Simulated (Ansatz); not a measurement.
Worked example: self-consistent single point of VW3 (Fm-3m, 4 atoms in the cell) in Ansatz (a first-principles code)

Computed with LDA (PW92), default PAW files made with PBE (plane waves; Ansatz).

This input was run:

Ansatz 0.2 input:
```yaml
crystal:
  lattice:
    - [0.000000, 3.109489, 3.109489]
    - [3.109489, 0.000000, 3.109489]
    - [3.109489, 3.109489, 0.000000]
  atoms:
    - { symbol: V, position_ang: [0.000000, 0.000000, 0.000000] }
    - { symbol: W, position_ang: [1.554744, 1.554744, 1.554744] }
    - { symbol: W, position_ang: [4.664233, 4.664233, 4.664233] }
    - { symbol: W, position_ang: [3.109489, 3.109489, 3.109489] }
basis:
  ecutwfc: 420.0 eV
kpoints:
  mp_grid: { grid: [9, 9, 9] }
hamiltonian:
  xc: lda
  pseudopotentials: { kind: paw }
scf:
  occupations: { method: gaussian, width: 0.1 eV }
output:
  forces: true
  eigenvalues: true
  stress: true
```

Log, with long lists cut:

```
WARN ansatz: RAYON_NUM_THREADS=1 ignored (pool sized by the plan → 1); use --threads N
Pseudopotentials: kind: paw
Pseudopotential: V, paw, valence charge 13
Pseudopotential: W, paw, valence charge 14
Crystal: 4 atoms, lattice volume = 60.131 Å³
Basis set: ecut = 420 eV, 1211 PW (Γ)
Bands: 33, of which v1, the nominal top of the filled ones, is band 28 counted from 1 (27 counted from 0)
Symmetry: 48 space group operations
Space group: Fm-3m (ITA 225), of the structure as read, at distance tolerance 3.9e-5 Å
k-points: 35 of 729
PAW frozen core: V, regenerated for the run's functional, and the local potential with it
PAW frozen core: W, regenerated for the run's functional, and the local potential with it
Initial density: superposition of atomic densities (neutral atoms: chi_scale 0, normalization atom), corrected by the library's trained network
Initial wavefunctions: pseudopotential atomic-orbital guess
Eigensolver: davidson
Functional: x = slater, c = lda
SCF iter   1: F=—  HF=-33250.349907 eV  |F-HF|=—  |Δ(HF+E_count)|=         —  Δρ=6.73e-3  dr2=2.82e-2  ethr=1.77e-3  ⟨swp⟩=4.5  Hψ=4432  notcnv=0
all-band conjugate gradients solve this SCF's bands
preconditioner: auto → none
SCF iter   2: F=—  HF=-33250.344930 eV  |F-HF|=—  |Δ(HF+E_count)|=   4.98e-3  Δρ=2.80e-3  dr2=1.66e-3  ethr=5.12e-5  ⟨swp⟩=2.3  Hψ=1734  notcnv=0  defer=1
SCF iter   3: F=—  HF=-33250.344910 eV  |F-HF|=—  |Δ(HF+E_count)|=   2.08e-5  Δρ=1.01e-3  dr2=2.33e-4  ethr=3.02e-6  ⟨swp⟩=1.5  Hψ=1247  notcnv=0  defer=1
SCF iter   4: F=—  HF=-33250.344928 eV  |F-HF|=—  |Δ(HF+E_count)|=   1.82e-5  Δρ=8.78e-5  dr2=4.74e-6  ethr=4.24e-7  ⟨swp⟩=2.0  Hψ=1390  notcnv=0  defer=1
SCF iter   5: F=—  HF=-33250.344926 eV  |F-HF|=—  |Δ(HF+E_count)|=   2.02e-6  Δρ=2.30e-5  dr2=2.46e-7  ethr=8.62e-9  ⟨swp⟩=2.0  Hψ=1517  notcnv=0  defer=1
SCF iter   6: F=-33250.344926 eV  HF=-33250.344926 eV  |F-HF|=4.72e-9  |Δ(HF+E_count)|=   5.33e-8  Δρ=3.84e-6  dr2=4.41e-9  ethr=1.82e-10  ⟨swp⟩=7.7  Hψ=4390  notcnv=0
SCF 1 converged in 6 iterations: F = -33250.344926 eV  dr2 = 4.41e-9
SCF converged after 6 iterations
Free energy (F): -33250.344926 eV
Harris-Foulkes:  -33250.344926 eV  (|F-HF|=4.72e-9)
Internal energy: -33250.337888 eV  (E = F + TS)
E sigma→0 (E₀):  -33250.341407 eV
Entropy (-TS):   -0.007038 eV (-1.759 meV/atom)
Fermi energy:    21.050301 eV
--- Per-component energies (eV) ---
  E_band       = -381.545856
  E_kinetic    = 1690.004608
  E_local      = -2678.175553  (includes V_loc(G=0)·N_el)
  E_nonlocal   = -21.968192
  E_hartree    = 1050.158116
  E_xc         = -925.650622
  E_vxc        = -883.254147  (∫ρ·V_xc dr)
  E_paw        = -25990.226370  (= ΣΔE_a)
  E_vpaw       = -588.465133  (= ΣTr[D̂ρ^β])
  E_aug_tail   = 0.000045  (compensation charges beyond the density's cutoff)
  E_ewald      = -6375.675527
  E_core_change = 1.195609  (= ΣΔE_core)
  E_smearing   = -0.007038  (= −TS)
  E_closure    = 0.000000  (closes the sum)
  Σ components = -33250.344926   (vs F -33250.344926, Δ=0.00e0)
--- Forces (eV/Å), atoms counted from 1 ---
  atom   1  V     -0.00000000     0.00000000     0.00000000
   [... zero for the other atoms too ...]
  max |Σ_I F_I| component: 1.16e-18 eV/Å
--- Stress (GPa, compression-positive) ---
       -6.933344       0.000000       0.000000
        0.000000      -6.933344       0.000000
        0.000000       0.000000      -6.933344
  P = ⅓ Tr σ = -6.9333 GPa (-69.333 kbar)
  The stress holds the Pulay correction. Without it, at fixed plane waves, as pw.x and ABINIT print it: P = -6.9823 GPa
--- Band table (eV; the first three rows and the last of 35) ---
  k-point 0: bands = ["-52.5897", "-52.4589", "-52.3797", "-42.2827", "-17.1029", "-17.1029", "-17.1029", "-16.8690", "-16.8690", "-16.8690", "-16.6408", "-16.6408", "-16.6408", "-16.1408", "-16.1408", "-16.1408", "12.2614", "15.9391", "15.9391", [...]
  k-point 1: bands = ["-52.5845", "-52.4600", "-52.3839", "-42.2828", "-17.1201", "-17.1191", "-17.1191", "-16.9028", "-16.8855", "-16.8855", "-16.6012", "-16.6012", "-16.5274", "-16.2045", "-16.1472", "-16.1472", "12.4799", "16.0784", "16.0784", [...]
  k-point 2: bands = ["-52.5699", "-52.4631", "-52.3955", "-42.2832", "-17.1865", "-17.1563", "-17.1563", "-16.9131", "-16.9131", "-16.8198", "-16.5148", "-16.5148", "-16.4079", "-16.3435", "-16.1672", "-16.1672", "13.1003", "16.4766", "16.4766", [...]
  k-point 34: bands = ["-52.4909", "-52.4751", "-52.4630", "-42.2843", "-17.3709", "-17.2686", "-17.1958", "-17.0612", "-16.6337", "-16.6162", "-16.5054", "-16.4729", "-16.3673", "-16.2540", "-16.2516", "-16.2502", "15.8760", "16.0376", "16.2986", [...]
```

The run converged in 6 iterations.

The starting cell comes from a database of computed structures (which also holds hypothetical and non-ambient phases and stackings), without a prior relaxation at this level. Its lattice was rescaled by up to half a per cent. Spin-orbit coupling is off. Spin polarisation is off. With a pressure of about -7 GPa the cell is away from its equilibrium volume at this level. Ansatz's pressure includes its estimate of the finite-basis (Pulay) stress.
